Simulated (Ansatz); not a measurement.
System: LuI3 (model structure, started from the ReO3 type, Pm-3m, No. 221, 4 atoms in the cell). Method: PBE+SOC (Ansatz, an electronic-structure program, PAW).

Settings: plane-wave cutoff 520 eV, 6×6×6 k mesh, Fermi–Dirac smearing 0.01 eV, PAW data made under PBE.

Cell (relaxed with PBEsol):

LuI₃ has the cubic space group Pm-3m (No. 221), the ReO3 type structure, Pearson symbol cP4. Cell: a = b = c = 5.844 Å, α = β = γ = 90.00°. Lu on 1a is surrounded by 6 I at 2.922 Å (octahedral). I on 3d sees 2 Lu at 2.922 Å (linear). (Neighbours: up to the widest gap in distance over summed covalent radii, below 1.35, at either atom; cation-cation and far metal-metal contacts left out.)

Problem. Give the computed band gap and smallest direct gap on the k points sampled.

Solution. 
band gap: 1.98 eV (indirect)
smallest direct gap on the k points sampled: 2.32 eV

Note: the relaxation could raise the start's symmetry but not lower it, so the cell can be a saddle point; cell and atoms aren't relaxed at this level (pressure 1.3 GPa).

A model structure was made by putting elements into a prototype or built by hand; it is no filed structure, need not be a known phase, and can be a saddle point held by its symmetry.
